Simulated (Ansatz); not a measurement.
InP (F-43m) under uniaxial stress along [110] (compression positive): electron conductivity mass by r2SCAN with spin-orbit coupling, rigid bands (plane waves, PAW; Ansatz, a quantum-chemistry and plane-wave program). The unloaded cell, whose axes the loads refer to:

```xyz
2
Lattice="0.0000 2.9533 2.9533 2.9533 0.0000 2.9533 2.9533 2.9533 0.0000" Properties=species:S:1:pos:R:3 pbc="T T T"
In     0.0000     0.0000     0.0000
P      1.4767     1.4767     1.4767
```

```tsv
uniaxial stress along [110] (compression positive) (GPa)	volume per atom (Å³)	electron conductivity mass (mₑ)
-2	26.01	0.0801
-1	25.89	0.0823
0	25.76	0.0842
1	25.64	?
2	25.51	0.0872
```

### Question
Fit a straight line to ln(electron conductivity mass) against the load over the rows given, and predict the row at 1 GPa.

### Answer
The means are x̄ = -0.250 GPa and ȳ = -2.4840; Σ(x − x̄)(y − ȳ) = 0.1832 and Σ(x − x̄)² = 8.750, so the slope is 2.09 % per GPa, and the rows given lie within 0.42 % of the line. At 1 GPa the line gives 0.0856 mₑ; the calculation gives 0.0858 mₑ, 0.21 % from it.

Masses are for dilute carriers at 300 K, harmonic means over directions unless an axis is named. Stresses and pressures are the targets of the relaxation. The structure type is held at every load. Geometry: cell and atoms relaxed with r2SCAN.
